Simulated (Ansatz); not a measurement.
The starting structures come from a database of crystals and need not be the phases stable at ambient conditions.

 Where the default PAW files enter, the runs use the earlier of Ansatz's two default sets.

Given:

```
CELL_PARAMETERS angstrom
      5.20214     0.00000     0.00000
      0.00000     5.20214     0.00000
      2.60107    -2.60107     8.70220
ATOMIC_POSITIONS crystal
  Ba 0.32461 0.67539 0.35078
  Ba 0.67539 0.32461 0.64922
  Ba 0.50000 0.00000 0.00000
  Ba 0.00000 0.50000 0.00000
  As 0.13562 0.86438 0.72876
  As 0.86438 0.13562 0.27124
  O  0.50000 0.50000 0.00000
```

Space group of this cell: I4/mmm. The cell is taken as given; by r2SCAN its mean pressure is -0.8 GPa.

Transport runs along the normal of the first two printed cell vectors, the (001) plane of the conventional cell.

The gap is the functional's own, uncorrected, and κ follows it; spin-orbit coupling is left out. Mid-gap values are interpolated between the computed energies.

Problem. State the band gap and the smallest decay constant κ at mid-gap according to r2SCAN run with Ansatz (a quantum-chemistry and plane-wave program).

Solution. Gap 1.02 eV on a 6×6×6 mesh; κ = 0.166 1/Å, at the zone centre.
